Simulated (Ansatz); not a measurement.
Results of PBE-D3(BJ) (plane waves, PAW; Ansatz, a program for electronic structure) for fluorite NiSi2.

Settings: plane-wave cutoff 500 eV, 12×12×12 k mesh, Fermi–Dirac smearing 0.05 eV, no spin polarisation, scalar-relativistic PAW data made under PBE.

Computed at the level's own relaxed cell.

Question: Predict the equilibrium volume per atom and lattice constant a.

Answer: 
- equilibrium volume per atom = 12.96 Å³/atom
- lattice constant a = 5.378 Å

Measured, for comparison: equilibrium volume per atom 13.17 Å³/atom, lattice constant a 5.406 Å (temperature not stated, no zero-point or thermal correction; as tabulated in Wikipedia's data pages). Computed (rounded) less measured: equilibrium volume per atom -1.6 %, lattice constant a -0.5 %. A static lattice is as a rule a little smaller and stiffer than an uncorrected measurement, which narrows the difference in the equilibrium volume per atom, lattice constant a and would widen misses of the other sign.

Static lattice: no zero-point or thermal effects.

It cost roughly 19 core-seconds of CPU time.
